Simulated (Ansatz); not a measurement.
We consider L1₀ (CuAu-type) FePt, described by r²SCAN (Ansatz, a quantum-chemistry and plane-wave program, PAW).

From the output:

```
Relaxation: its limit of steps is 80 (relax.max_steps)
Crystal: 2 atoms, lattice volume = 27.261 Å³
Basis set: ecut = 560 eV, 839 PW (Γ), exchange–correlation on 72×72×90 points (27 copies of the dense FFT grid, shifted against one another)
Bands: 23, of which v1, the nominal top of the filled ones, is band 17 counted from 1 (16 counted from 0)
Symmetry: 16 space group operations
Space group: P4/mmm (ITA 123), of the structure as read, at distance tolerance 3.0e-5 Å
k-points: 594 of 6400
Initial density: superposition of atomic densities (chi_scale 0.1, normalization cell)
Functional: x = r2scan, c = r2scan; τ floored in thin density (d = 2e-4 eV/Å³)
SCF 1 converged in 14 iterations: F = -17023.362032 eV  dr2 = 1.52e-9
Crystal: 2 atoms, lattice volume = 27.261 Å³
Initial density: handed on by an earlier stage of this run
SCF 2 converged in 12 iterations: F = -17023.362032 eV  dr2 = 6.50e-13
SCF converged after 12 iterations
Magnetization: 3.5341 μB (18.7670 up, 15.2330 down)
Free energy (F): -17023.362032 eV
Internal energy: -17023.352645 eV  (E = F + TS)
E sigma→0 (E₀):  -17023.357339 eV
Fermi energy:    20.889100 eV
--- Forces (eV/Å), atoms counted from 1 ---
  atom   1  Fe    -0.00000000     0.00000000     0.00000000
  atom   2  Pt    -0.00000000     0.00000000     0.00000000
--- Stress (GPa, compression-positive) ---
        4.631184       0.000000       0.000000
        0.000000       4.631184       0.000000
        0.000000       0.000000       4.657998
  P = ⅓ Tr σ = 4.6401 GPa (46.401 kbar)
```

Problem. Write an input file that produces this run.

Solution. One answer among several that fit: 
Ansatz 0.2 input:
```yaml
crystal:
  lattice:
    - [2.7134754792, 0.0, 0.0]
    - [0.0, 2.7134754792, 0.0]
    - [0.0, 0.0, 3.7024467924]
  atoms:
    - { symbol: Fe, position: [0.0, 0.0, 0.0], spin: 3.0 }
    - { symbol: Pt, position: [0.5, 0.5, 0.5], spin: 0.0 }
basis:
  ecutwfc: 560
  ecutrho_ratio: 4
  xc_grid: 3
kpoints:
  mp_grid: { grid: [20, 20, 16] }
hamiltonian:
  xc: r2scan
  dispersion: none
  pseudopotentials: { kind: paw }
scf:
  occupations: { method: fermi_dirac, width: 0.05 }
output:
  forces: true
  stress: true
  eigenvalues: true
magnetization:
  spin_polarized: true
relax:
  f_tol: 0.004
  escape_saddle: false
  max_steps: 80
  cell: { stress_tol: 0.02, fix: [volume] }
```

The cell is one volume of an energy–volume scan, off the minimum.

The PAW data were made under PBE.
